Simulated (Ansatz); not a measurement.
C (model structure, Cmmm, No. 65, 8 atoms in the cell) was calculated with LDA (Ansatz, a program for electronic structure, PAW).

Numerical settings: plane-wave cutoff 520 eV, 10×10×14 k mesh (along the axes of the cell as run), Fermi–Dirac smearing 0.01 eV, scalar-relativistic PAW data made under PBE.

Cell (relaxed at this level):

C has the orthorhombic space group Cmmm (No. 65), Pearson symbol oS16. Cell: a = 4.2063 Å, b = 8.6676 Å, c = 2.4858 Å, α = β = γ = 90.00°. C1 on 8p is coordinated by 4 C at 1.515–1.554 Å. C2 on 8q is surrounded by 4 C at 1.515–1.557 Å (tetrahedral). (Neighbours: up to the widest gap in distance over summed covalent radii, below 1.35, at either atom.)
(The calculation used a cell of 8 atoms; values per cell refer to that cell.)

Predict the band gap, Γ–Γ gap and bulk modulus.


- band gap = 3.08 eV (on the SCF k mesh)
- Γ–Γ gap = 5.95 eV
- bulk modulus = 448 GPa

Note: the bulk modulus is −V dP/dV from two relaxed cells at ±2 % in volume; the relaxation could raise the start's symmetry but not lower it, so the cell can be a saddle point.

Computing time: very roughly 90 core-seconds.

A model structure was made by putting elements into a prototype or built by hand; it is no filed structure, need not be a known phase, and can be a saddle point held by its symmetry.
